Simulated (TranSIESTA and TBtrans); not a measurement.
Junction: Ge chain with one bond stretched by 0.3 Å. Leads: straight Ge chain, spacing 2.4 Å. Geometry: as built, not relaxed. Transport runs along z; the first 6 and the last 6 of the 20 atoms are the lead cells, repeated to infinity.

```xyz
20
Lattice="9.000 0.000 0.000 0.000 9.000 0.000 0.000 0.000 48.300" Properties=species:S:1:pos:R:3 pbc="F F T"
Ge     4.500     4.500     0.000
Ge     4.500     4.500     2.400
Ge     4.500     4.500     4.800
Ge     4.500     4.500     7.200
Ge     4.500     4.500     9.600
Ge     4.500     4.500    12.000
Ge     4.500     4.500    14.400
Ge     4.500     4.500    16.800
Ge     4.500     4.500    19.200
Ge     4.500     4.500    21.600
Ge     4.500     4.500    24.300
Ge     4.500     4.500    26.700
Ge     4.500     4.500    29.100
Ge     4.500     4.500    31.500
Ge     4.500     4.500    33.900
Ge     4.500     4.500    36.300
Ge     4.500     4.500    38.700
Ge     4.500     4.500    41.100
Ge     4.500     4.500    43.500
Ge     4.500     4.500    45.900
```

Run with TranSIESTA and TBtrans (open boundaries, self-consistent; PseudoDojo norm-conserving potentials, scalar-relativistic): PAO.BasisSize DZP, PAO.EnergyShift 0.15 eV, XC.Authors PBE, Mesh.Cutoff 200 Ry, ElectronicTemperature 300 K, TS.Voltage 0.0 eV, TBT.Elecs.Eta 0.001 eV, no spin polarisation.

Energies count from the leads' Fermi level. Transmissions are for one spin of a degenerate pair. The energy step is 0.01 eV; narrower resonances are cut or missed.

| E (eV) | T |
|---|---|
| -0.20 | 2.77 |
| -0.15 | 2.78 |
| -0.10 | 2.79 |
| -0.05 | 2.80 |
| 0.00 | 2.80 |
| 0.05 | 2.80 |
| 0.10 | 2.80 |
| 0.15 | 2.79 |
| 0.20 | 2.78 |

Question: Give the zero-bias conductance in μS and the resistance at 300 K.

Answer: At the Fermi level T = 2.80. Averaged with −∂f/∂E over the full grid (kT = 25.9 meV) it is 2.80. With G0 = 2e²/h = 77.48 μS, G = 217 μS and R = 1/G = 4.61 kΩ.

Question: The eigenchannels at the Fermi level transmit 0.943, 0.928, 0.928. What Fano factor of the shot noise follows at low temperature and bias?

Answer: F = Σ τ(1 − τ)/Σ τ = 0.187/2.80 = 0.07.

The straight chain is held at its spacing; free chains may zigzag or dimerise. No spin-polarised start was tried, so a magnetic state, if there is one, is missed.
